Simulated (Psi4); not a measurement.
Psi4 1.11, PBE/def2-tzvp: Al(H)2(F) ([F][AlH2]), 4 atoms. The geometry is a generated start, not checked to be a minimum at this level.

```yaml
task: energy
method: pbe
basis: def2-tzvp
memory: 3 GB
maxiter: 100
keys_of_the_molecule_block: symmetry c1
scf_type: df (default)
e_convergence: 1e-06 (default)
d_convergence: 1e-06 (default)
dft_radial_points: 75 (default)
dft_spherical_points: 302 (default)
basis_functions: 80
grid_points: 87735
```

```xyz
4

Al    -0.0174    -0.0337     0.0108
H      0.6434    -0.8679     1.1098
H     -1.3254    -0.4627    -0.6498
F      0.6995     1.3643    -0.4707
```

With the defaults (diis = true, scf_initial_accelerator = adiis, damping_percentage = 0, soscf = false, soscf_start_convergence = 0.01, level_shift = 0, level_shift_cutoff = 0.01, guess = auto, which took SAD, diis_max_vecs = 10) it converges in 8 SCF iterations. One run each on 2 threads, with these changes:
- diis_max_vecs = 20
- soscf = true, soscf_start_convergence = 0.001
- damping_percentage = 60
- level_shift = 0.5, level_shift_cutoff = 0.001
- diis = false, scf_initial_accelerator = none, damping_percentage = 60
- scf_initial_accelerator = ediis
- scf_initial_accelerator = none
- guess = huckel
- soscf = true

Q: Name the settings that don't reach the solution of the defaults.

A: No convergence: diis = false, scf_initial_accelerator = none, damping_percentage = 60 (the run ends without SCF convergence in 100 iterations). The rest reach the solution of the defaults.

```json
[
 {"setting": "soscf = true", "SCF iterations": "6", "JK calls": "17", "end": "same solution"},
 {"setting": "soscf = true, soscf_start_convergence = 0.001", "SCF iterations": "7", "JK calls": "18", "end": "same solution"},
 {"setting": "the defaults", "SCF iterations": "8", "JK calls": "9", "end": "same solution"},
 {"setting": "scf_initial_accelerator = ediis", "SCF iterations": "8", "JK calls": "9", "end": "same solution"},
 {"setting": "level_shift = 0.5, level_shift_cutoff = 0.001", "SCF iterations": "8", "JK calls": "9", "end": "same solution"},
 {"setting": "guess = huckel", "SCF iterations": "8", "JK calls": "27", "end": "same solution"},
 {"setting": "scf_initial_accelerator = none", "SCF iterations": "8", "JK calls": "9", "end": "same solution"},
 {"setting": "diis_max_vecs = 20", "SCF iterations": "8", "JK calls": "9", "end": "same solution"},
 {"setting": "damping_percentage = 60", "SCF iterations": "69", "JK calls": "70", "end": "same solution"},
 {"setting": "diis = false, scf_initial_accelerator = none, damping_percentage = 60", "SCF iterations": "100", "JK calls": "101", "end": "no convergence"}
]
```

An SOSCF iteration holds several JK calls; a Hückel guess adds calls on atoms.
